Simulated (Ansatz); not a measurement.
**Defect calculation: Be interstitial in wurtzite GaN**

Computed with PBE, PAW (plane waves to 420 eV; Ansatz, an electronic-structure program). A 3×2×2 supercell of 96 sites was used; the energies come from a 2×2×2 shifted sampling of its zone. Site at the start: void with 3N nearest. Charged cells carry a point-charge image correction with potential alignment at far atoms. Dielectric constants: PBE linear response of the host. Host gap at this level: 1.71 eV. These values are not converged in cell size to better than tenths of an eV. The semilocal functional narrows the gap, so deep levels can fall outside it. Spin–orbit coupling is left out. Each state is the lowest found from its start.

Formation energies E_f are given with the Fermi level at the valence-band maximum. Chemical conditions: Ga-rich (Δμ(Be) = -1.12 eV, bounded by Be3N2 (P6_3/mmc); only phases computed here count, gases as isolated molecules at 0 K); N-rich (Δμ(Be) = -1.71 eV, bounded by Be3N2 (P6_3/mmc); only phases computed here count, gases as isolated molecules at 0 K). Reference phases: Be: hcp Be.

The name describes the start; the neighbours show where the added atom ended.

| charge | moment (μB) | largest move off a lattice site (Å) | neighbours of the added atom at the end (Å) | image correction with alignment (eV) | E_f, Ga-rich (eV) | E_f, N-rich (eV) |
|---|---|---|---|---|---|---|
| +2 | not spin-polarised | 0.24 | N 1.70, N 1.70, N 1.70, Ga 2.29, Ga 2.29, Ga 2.29 | 0.83 | 0.53 | 1.12 |
| +1* | quenched | 0.24 | N 1.70, N 1.70, N 1.70, Ga 2.29, Ga 2.29, Ga 2.29 | – | – | – |
| 0* | not spin-polarised | 0.23 | N 1.70, N 1.70, N 1.70, Ga 2.30, Ga 2.30, Ga 2.30 | – | – | – |

* At this level the carrier isn't localised at the defect: at charge +1 electrons occupy the conduction band; at charge 0 electrons occupy the conduction band. Such a state is shallow or no state of the defect, and this cell gives it no level.

Starting moments that weren't kept: charge +1 began with 1 μB and ended with 0.0.

Flagged in the runs: a doubtful potential alignment, a host whose relaxation on this sampling wasn't shown to rest.
